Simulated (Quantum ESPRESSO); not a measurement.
Worked example: self-consistent single point of Cu3Au (Pm-3m, 4 atoms in the cell) in Quantum ESPRESSO.

Computed with PBE, PSlibrary PAW (PBE) pseudopotentials (plane waves; Quantum ESPRESSO).

The change in words: lattice scaled by 0.97. Reference geometry:
```yaml
crystal:
  lattice:
    - [3.65844, 0.00000, 0.00000]
    - [0.00000, 3.65844, 0.00000]
    - [0.00000, 0.00000, 3.65844]
  atoms:
    - { symbol: Cu, position: [0.00000, 0.50000, 0.50000] }
    - { symbol: Cu, position: [0.50000, 0.00000, 0.50000] }
    - { symbol: Cu, position: [0.50000, 0.50000, 0.00000] }
    - { symbol: Au, position: [0.00000, 0.00000, 0.00000] }
```

Reference input (self-consistent single point, DFT, PBE, plane waves, PSlibrary PAW (PBE) pseudopotentials): ecutwfc = 50 Ry; ecutrho = 450 Ry; occupations = smearing; smearing = gauss; degauss = 0.0073499 Ry; potentials = {Cu: Cu.pbe-dn-kjpaw_psl.1.0.0.UPF, Au: Au.pbe-n-kjpaw_psl.1.0.0.UPF}; K_POINTS = automatic 12 12 12 0 0 0; conv_thr = 1e-10 Ry; mixing_beta = 0.7. This run's input differs from it in these lines:

```diff
@@ -33,5 +33,5 @@
 CELL_PARAMETERS angstrom
-   3.6584410000     0.0000000000     0.0000000000
-   0.0000000000     3.6584410000     0.0000000000
-   0.0000000000     0.0000000000     3.6584410000
+   3.5486880000     0.0000000000     0.0000000000
+   0.0000000000     3.5486880000     0.0000000000
+   0.0000000000     0.0000000000     3.5486880000
```

Output, abridged:

```
     Self-consistent Calculation

     iteration #  1     ecut=    50.00 Ry     beta= 0.70

     Threshold (ethr) on eigenvalues was too large:
     Diagonalizing with lowered threshold

     total energy              =   -1414.17643267 Ry
     estimated scf accuracy    <       0.34227010 Ry

     iteration #  2     ecut=    50.00 Ry     beta= 0.70

     total energy              =   -1414.27748975 Ry
     estimated scf accuracy    <       0.40263518 Ry

     iteration #  3     ecut=    50.00 Ry     beta= 0.70

     total energy              =   -1414.34209396 Ry
     estimated scf accuracy    <       0.05534193 Ry

   [... 9 blocks of this kind left out ...]

     iteration # 13     ecut=    50.00 Ry     beta= 0.70

     total energy              =   -1414.35776430 Ry
     estimated scf accuracy    <          4.9E-09 Ry

     iteration # 14     ecut=    50.00 Ry     beta= 0.70
     End of self-consistent calculation

     the Fermi energy is    17.2775 ev

!    total energy              =   -1414.35776430 Ry
     estimated scf accuracy    <          2.8E-11 Ry
     smearing contrib. (-TS)   =      -0.00040336 Ry
     internal energy E=F+TS    =   -1414.35736094 Ry

     convergence has been achieved in  14 iterations

     Forces acting on atoms (cartesian axes, Ry/au):

     atom    1 type  1   force =     0.00000000    0.00000000    0.00000000
   [... zero for the other atoms too ...]

     Total force =     0.000000     Total SCF correction =     0.000000

          total   stress  (Ry/bohr**3)                   (kbar)     P=      439.97
   0.00299086   0.00000000   0.00000000          439.97        0.00        0.00
   0.00000000   0.00299086   0.00000000            0.00      439.97        0.00
   0.00000000   0.00000000   0.00299086            0.00        0.00      439.97

   JOB DONE.
```

The run converged in 14 iterations. Against the reference run the free energy rises by 206 meV/atom and the pressure goes from 17.56 to 44.00 GPa.

The starting cell comes from a database of computed structures (which also holds hypothetical and non-ambient phases and stackings), without a prior relaxation at this level. Its lattice was rescaled by a random factor within 2.5 % of one. For this run, on top of that: lattice scaled by 0.97. Spin polarisation is off.

Cost on one core of a shared machine: roughly 70 s.
